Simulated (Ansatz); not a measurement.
fcc Cu (0 0 1) on tetragonal ZrO2 (0 0 1) (film strained to the substrate, faces as cut)

A periodic stack without vacuum, fcc Cu (0 0 1) on tetragonal ZrO2 (0 0 1) (film strained to the substrate, faces as cut): substrate slab Zr6O12, film Cu12, surface cells [[0, 1], [-1, 0]] and [[0, -1], [2, 1]], film strained by -0.2 and -0.2 %, faces O/O and Cu/Cu as cut (like faces can put a slab off its formula).

The start was prepared with a machine-learned potential, and the result is one local minimum, with the in-plane cell held and forces under 0.04 eV/Å; the film can end far from its bulk form.

The numbers are results of PBE (plane waves to 420 eV, PAW; Ansatz, an electronic-structure program), not measurements. Scalar-relativistic, without spin–orbit coupling; the runs are not spin-polarised; PBE gaps are too small against experiment. Its k-point mesh 9×9×1, Fermi–Dirac width 0.05 eV.

interface area: 13.1 Å²
period: 28.40 Å
gaps between the outermost planes at the two interfaces: 2.03 and 2.03 Å
Cu–Zr contacts across the interfaces within 1.22 times the sum of covalent radii: 8, mean 3.51 Å
Cu–O contacts across the interfaces within 1.22 times the sum of covalent radii: 2, mean 2.03 Å

```xyz
30
Lattice="3.6210 -0.0002 0.0176 -0.0002 3.6202 0.0770 1.6476 -0.6008 28.4053" Properties=species:S:1:pos:R:3 pbc="T T T"
Zr     2.1447     2.1315     2.0266
Zr     3.7124     0.2612     4.6803
O      3.9508     2.1506     1.1382
O      3.8104     2.0926     3.7532
O      1.9093     0.2369     5.6543
O      2.0764     0.3019     2.9134
Zr     1.8968     2.0248     7.3706
Zr     3.6927     0.1570     9.9977
O      3.7117     2.0367     6.3880
O      3.6897     1.9904     9.0388
O      1.8765     0.1444    10.9806
O      1.8824     0.1913     8.3291
Zr     1.8600     1.9184    12.6876
Zr     3.8782     0.0508    15.3425
O      3.6875     1.9443    11.7129
O      3.8237     1.8804    14.4535
O      2.0557     0.0264    16.2318
O      1.9479     0.0875    13.6159
Cu     2.0739     1.7546    20.1698
Cu     3.8854    -0.0549    20.1215
Cu     3.8927     1.7929    18.4501
Cu     2.0884    -0.0127    18.2651
Cu     2.0540     1.6717    23.8159
Cu     3.8643    -0.1385    23.7697
Cu     3.8744     1.7127    22.0033
Cu     2.0639    -0.0969    21.9396
Cu     2.0417     1.5889    27.4935
Cu     3.8465    -0.2179    27.3223
Cu     3.8554     1.6292    25.6516
Cu     2.0445    -0.1797    25.5856
```
